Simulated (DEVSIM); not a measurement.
Device: Schottky contact on n-type Si, at 250 K.

Layer 1 from the left is Si, thickness (μm) 5.90, Nd (cm⁻³) 5e15, τn (s) 1.5e-7, τp (s) 1.5e-7.

Left contact: Schottky, work function 4.81 eV, emission velocity 2e6 cm/s. Right contact: ohmic. Voltage is applied to the left contact. Recombination: SRH at mid-gap. Mobility is constant in doping.

This is a model device: material constants are rounded textbook-type values typed into the input, and sizes, dopings and lifetimes were drawn at random. Values at 300 K; Nc and Nv go as T^1.5, mobilities as T to minus their exponent, the gap by Varshni's rule with the affinity fixed.

Si: gap (eV) 1.124, affinity (eV) 4.05, permittivity 11.7, Nc (cm⁻³) 2.86e19, Nv (cm⁻³) 3.1e19, μn (cm²/Vs) 1417, μp (cm²/Vs) 470, T exponent of μn 2.3, T exponent of μp 2.2, Varshni α (eV/K) 0.000473, Varshni β (K) 636.

DEVSIM, 1D drift-diffusion, Boltzmann statistics, complete ionisation; no tunnelling, impact ionisation, image-force lowering or self-heating. Metal contacts follow the ideal Schottky-Mott rule: no Fermi-level pinning, no interface dipoles.

Problem. What does the simulation give for the dark forward voltage at 1 A/cm², the largest field in the device at zero bias, the dark forward voltage at 100 A/cm²?

Solution. dark forward voltage at 1 A/cm² 0.423 V; largest field in the device at zero bias 29000 V/cm; dark forward voltage at 100 A/cm² 0.558 V.
